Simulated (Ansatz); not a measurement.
Take PbO2 in the rutile structure (space group P4_2/mnm, No. 136; a = 5.0816 Å, c = 3.4436 Å) as the base.

Level of theory: PBE (Ansatz, a program for electronic structure), without spin-orbit coupling.

Base values:

The band gap is zero. The volume per atom is 14.82 Å³.

Perturbation: a hydrostatic pressure of 0.7 GPa.

How does this affect the band gap and volume per atom?

The band gap is still zero; the volume per atom decreases by 0.095 Å³ to 14.73 Å³.

Spin-orbit coupling, missing from the scalar runs, can matter with Pb. Load acts through the strain it causes; cell and atoms are relaxed under it. No phonon test of stability was made. The final runs are not spin-polarised. A zero or small gap of PbO2 can be the functional's error rather than a property of the material.
